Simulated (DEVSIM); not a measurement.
System: abrupt InP p-n junction, at 400 K.

Layer 1 from the left is InP, thickness (μm) 1.70, Na (cm⁻³) 1.7e15, τn (s) 8.9e-9, τp (s) 8.9e-9. Layer 2 from the left is InP, thickness (μm) 160, Nd (cm⁻³) 1.8e14, τn (s) 8.9e-9, τp (s) 8.9e-9.

Left contact: ohmic. Right contact: ohmic. Voltage is applied to the left contact. Recombination: SRH at mid-gap, radiative, Auger. Mobility is μmin + (μ − μmin)/(1 + (N/Nref)^α).

Constants are typed, rounded textbook-type inputs, not results; the design itself was drawn at random and stands for no fabricated device. Values at 300 K; Nc and Nv go as T^1.5, mobilities as T to minus their exponent, the gap by Varshni's rule with the affinity fixed.

InP: gap (eV) 1.344, affinity (eV) 4.38, permittivity 12.5, Nc (cm⁻³) 5.7e17, Nv (cm⁻³) 1.1e19, μn (cm²/Vs) 5200, μp (cm²/Vs) 170, μn,min 400, μp,min 10, Nref,n 3e17, Nref,p 4.9e17, αn 0.47, αp 0.62, T exponent of μn 2, T exponent of μp 2, B (cm³/s) 1.2e-10, Cn (cm⁶/s) 9e-31, Cp (cm⁶/s) 9e-31, Varshni α (eV/K) 0.000363, Varshni β (K) 162.

Simulated with DEVSIM: 1D drift-diffusion, Boltzmann statistics, complete ionisation; no tunnelling, impact ionisation, image-force lowering or self-heating.

Question: What does the simulation give for the largest field in the device at zero bias, the potential step across the device at zero bias?

Answer: largest field in the device at zero bias 5600 V/cm; potential step across the device at zero bias 0.701 V.
